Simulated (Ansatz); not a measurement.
## Si: response to strain

Start from Si in the diamond structure (space group Fd-3m, No. 227; a = 5.444 Å). Axes: x, y, z lie along the cube axes.

Strains are applied to the cell and any free atomic positions relax; under biaxial strain the out-of-plane vector relaxes too.

Method: r2SCAN (Ansatz, a first-principles code, PAW, no spin-orbit coupling).

Candidates:
(a) strain tensor (xx, yy, zz, yz, xz, xy) = (−2.08, +0.63, −0.09, −1.26, +0.77, −0.52) %
(b) biaxial strain +2.84 %, plane normal [111], relaxed out of plane
(c) tensor shear ε_xz = −0.50 %

Notes on the quantities. energy relative to the base: free energy F.

**Question.** Order them by energy relative to the base, lowest first.

**Answer.** (c) tensor shear ε_xz = −0.50 % (+0.5 meV/atom), (a) strain tensor (xx, yy, zz, yz, xz, xy) = (−2.08, +0.63, −0.09, −1.26, +0.77, −0.52) % (+9.1 meV/atom), (b) biaxial strain +2.84 %, plane normal [111], relaxed out of plane (+22 meV/atom)

No phonon test of stability was made.
